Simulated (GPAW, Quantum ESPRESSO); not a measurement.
A GPAW input for a self-consistent single point of BaMg6Zn (Amm2, 8 atoms in the cell) (DFT PBEsol, plane waves, GPAW PAW datasets PBEsol (made by gpaw-setup)):

```python
from ase import Atoms
from ase.units import GPa
from gpaw import GPAW, PW

atoms = Atoms(['Ba', 'Mg', 'Mg', 'Mg', 'Mg', 'Mg', 'Mg', 'Zn'],
              cell=[[5.073200, 0.000000, 0.000000],
                    [0.000000, 3.510025, 6.053905],
                    [0.000000, -3.510025, 6.053905]],
              scaled_positions=[[0.500000, 0.673070, 0.673070],
                                [0.000000, 0.285610, 0.848630],
                                [0.000000, 0.848630, 0.285610],
                                [0.000000, 0.333010, 0.333010],
                                [0.500000, 0.158040, 0.682560],
                                [0.500000, 0.682560, 0.158040],
                                [0.500000, 0.161750, 0.161750],
                                [0.000000, 0.857330, 0.857330]],
              pbc=True)

calc = GPAW(mode=PW(850),
            xc='PBEsol',
            kpts={'size': (4, 3, 3), 'gamma': True},
            occupations={'name': 'methfessel-paxton', 'width': 0.136, 'order': 0},
            nbands=-14,
            symmetry={'symmorphic': False, 'tolerance': 0.0005},
            maxiter=150)

atoms.calc = calc

energy = atoms.get_potential_energy()
print('Energy (eV):', round(energy, 6))
forces = atoms.get_forces()
print('Forces (eV/Ang):')
print(forces.round(5))
stress = atoms.get_stress()
print('Stress (GPa, Voigt):', (stress / GPa).round(4))
```

### Question
Give the Quantum ESPRESSO input for the same structure, mesh, smearing and functional.

### Answer
This is the input that was run; spellings and numerical settings could be chosen otherwise.

```fortran
&CONTROL
   calculation = 'scf'
   prefix = 'pwscf'
   outdir = './tmp'
   pseudo_dir = './'
   tprnfor = .true.
   tstress = .true.
/
&SYSTEM
   ibrav = 0
   nat = 8
   ntyp = 3
   ecutwfc = 85
   occupations = 'smearing'
   smearing = 'gaussian'
   degauss = 0.0099958
/
&ELECTRONS
   conv_thr = 1.0d-10
/
ATOMIC_SPECIES
Ba   137.3270  Ba.upf
Mg    24.3050  Mg.upf
Zn    65.3800  Zn.upf
CELL_PARAMETERS {angstrom}
   5.0732000000     0.0000000000     0.0000000000
   0.0000000000     3.5100250000     6.0539050000
   0.0000000000    -3.5100250000     6.0539050000
ATOMIC_POSITIONS {crystal}
Ba    0.5000000000    0.6730700000    0.6730700000
Mg    0.0000000000    0.2856100000    0.8486300000
Mg    0.0000000000    0.8486300000    0.2856100000
Mg    0.0000000000    0.3330100000    0.3330100000
Mg    0.5000000000    0.1580400000    0.6825600000
Mg    0.5000000000    0.6825600000    0.1580400000
Mg    0.5000000000    0.1617500000    0.1617500000
Zn    0.0000000000    0.8573300000    0.8573300000
K_POINTS {automatic}
4 3 3  0 0 0
```

Basis settings and potentials, where a program has them, do not carry over. This input uses DFT, PBEsol, plane waves, PseudoDojo standard norm-conserving (PBESOL) pseudopotentials.

The starting cell comes from a database of computed structures (which also holds hypothetical and non-ambient phases and stackings), without a prior relaxation at this level.
